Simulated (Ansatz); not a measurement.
Reference: AlAs (F-43m), PBEsol with spin-orbit coupling, rigid bands (plane waves, PAW; Ansatz, a program for electronic structure); axes and stresses refer to this cell.

```xyz
2
Lattice="0.0000 2.8373 2.8373 2.8373 0.0000 2.8373 2.8373 2.8373 0.0000" Properties=species:S:1:pos:R:3 pbc="T T T"
Al     0.0000     0.0000     0.0000
As     4.2560     4.2560     4.2560
```

- band gap: 1.25 eV
- Seebeck coefficient, p-type 1e19 cm⁻³: 303 μV/K
- Seebeck coefficient, n-type 1e19 cm⁻³: -263 μV/K

Problem. Change: uniaxial stress along [111] of -2 GPa (compression positive). What happens to band gap, Seebeck coefficient, p-type 1e19 cm⁻³, Seebeck coefficient, n-type 1e19 cm⁻³?

Solution. band gap falls to 1.20 eV; Seebeck coefficient, p-type 1e19 cm⁻³ drops to 263 μV/K; Seebeck coefficient, n-type 1e19 cm⁻³ moves little, to -265 μV/K.

Problem. Change: uniaxial stress along [111] of 1 GPa (compression positive). What happens to band gap, Seebeck coefficient, p-type 1e19 cm⁻³, Seebeck coefficient, n-type 1e19 cm⁻³?

Solution. band gap drops to 1.20 eV; Seebeck coefficient, p-type 1e19 cm⁻³ decreases to 282 μV/K; Seebeck coefficient, n-type 1e19 cm⁻³ moves little, to -263 μV/K.

Seebeck coefficients are for the stated density at 300 K, with one relaxation time for all states and whether or not that doping can be reached. Stresses and pressures are the targets of the relaxation.  The structure type is held under load, also where the real crystal would transform.
